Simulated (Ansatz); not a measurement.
Band structure of Al₂CrB₂Mo (Amm2, 6 atoms in the cell).

```
CELL_PARAMETERS angstrom
      3.05892     0.00000     0.00000
      0.00000     1.56905     6.93578
      0.00000    -1.56905     6.93578
ATOMIC_POSITIONS crystal
  Al 0.50000 0.69302 0.69302
  Al 0.00000 0.30042 0.30042
  Cr 0.00000 0.08690 0.08690
  B  0.50000 0.53607 0.53607
  B  0.00000 0.47106 0.47106
  Mo 0.50000 0.91253 0.91253
```

Computed with LDA (PW92), PAW files made with PBE (plane waves; Ansatz, an electronic-structure program).

Settings: kpoints.mp_grid.grid = 7 7 7; hamiltonian.xc = lda; hamiltonian.pseudopotentials = {kind: paw} (the program's default PAW files); scf.occupations.method = fermi_dirac; scf.occupations.width = 0.1 eV; kpoints.band_path.npoints = 8.

The starting cell comes from a database of computed structures (which also holds hypothetical and non-ambient phases and stackings), without a prior relaxation at this level. Spin polarisation is off.

Levels in eV from the Fermi level, bands 17 to 24:
```csv
point,17,18,19,20,21,22,23,24
Γ,-2.38,-0.40,-0.11,0.13,0.72,0.76,1.71,2.06
X,-1.95,-1.39,-1.18,-0.91,0.41,0.83,1.45,2.10
S,-1.88,-1.39,-1.18,-0.92,0.44,0.84,1.38,2.04
R,-2.00,-1.82,-1.67,-1.53,0.65,1.25,1.86,1.95
A,-1.95,-1.80,-1.64,-1.64,0.68,1.24,1.88,2.00
Z,-2.85,-2.74,-0.25,-0.09,0.73,0.77,0.86,1.85
Y,-1.91,-0.12,-0.07,0.15,0.72,0.73,1.22,1.78
X1,-1.95,-1.39,-1.18,-0.91,0.41,0.83,1.45,2.10
A1,-1.95,-1.80,-1.64,-1.64,0.68,1.24,1.88,2.00
T,-3.04,-3.01,-0.31,-0.17,0.17,0.58,1.03,1.58
```

Bands cross the Fermi level along this path, so the cell is metallic at this level.

Keys are those of Ansatz 0.2.
